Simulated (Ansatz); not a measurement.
MgO (Fm-3m), r2SCAN, rigid bands in Ansatz (an electronic-structure program): N_v = 2.91e20 cm⁻³ at 300 K and a hole conductivity mass of 2.29 mₑ.

Question: For 1e16 holes per cm³ at 300 K, place the Fermi level, estimate the Seebeck coefficient of a parabolic band with constant τ, and give mobility and conductivity for τ = 10 fs.

Answer: The level lies k_BT ln(N_v/p) = 0.266 eV above the valence-band maximum. S ≈ +(k_B/e)[ln(N_v/p) + 5/2] = 1101 μV/K, against 1101 μV/K from the full bands (mean over directions). μ = eτ/m = 7.68 cm²/(V·s) and σ = peμ = 0.0123 S/cm. τ is assumed, not computed.

Band transport and this doping are assumed; polarons and phonon drag are left out. Spin-orbit coupling is left out. Geometry: cell and atoms relaxed with PBEsol.
